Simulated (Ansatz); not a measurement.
Consider Sc-vacancy pair (Sc on one host Ga site, one Ga site vacant) in wurtzite GaN, charge state -3. The step: the Sc atom itself jumps into the vacancy (Sc-vacancy distance between ideal sites 3.21 Å throughout); the atom moves 3.02 Å along (-0.32, 0.31, 0.47) of the unit cell; the moving atom starts with neighbours N at 1.96, N at 2.09, 2 N at 2.10 Å and ends with N at 1.93, 2 N at 2.08, N at 2.15 Å. DFT values are from Ansatz (plane-wave PAW, 420 eV unless said) in a cell of 72 host sites, spin-restricted, static, with no finite-size correction. The charge state is imposed; whether it is stable for some Fermi level was not computed. Forms of the defect that were not tried may lie lower. The start lies 0.21 eV above the lowest site run (PBE). For the PBE band: the program found a first-order saddle point.

| Level | Forward barrier (eV) | Cost of the band or of the saddle's single point |
|---|---|---|
| CHGNet universal potential (has no charge state), its own band | 0.99 | - |
| PBE, one k-point at (0.125, 0.250, 0.250), band relaxed | 1.37 | around 110 core-minutes (rough) |
| PBE, a 2×2×2 k-point mesh shifted by half a step along c, same geometries | 1.40 | roughly 5 core-minutes |
| r2SCAN at 500 eV, one k-point at (0.125, 0.250, 0.250), same geometries | 1.51 | roughly 2.5 core-minutes |

Ansatz is an electronic-structure program.
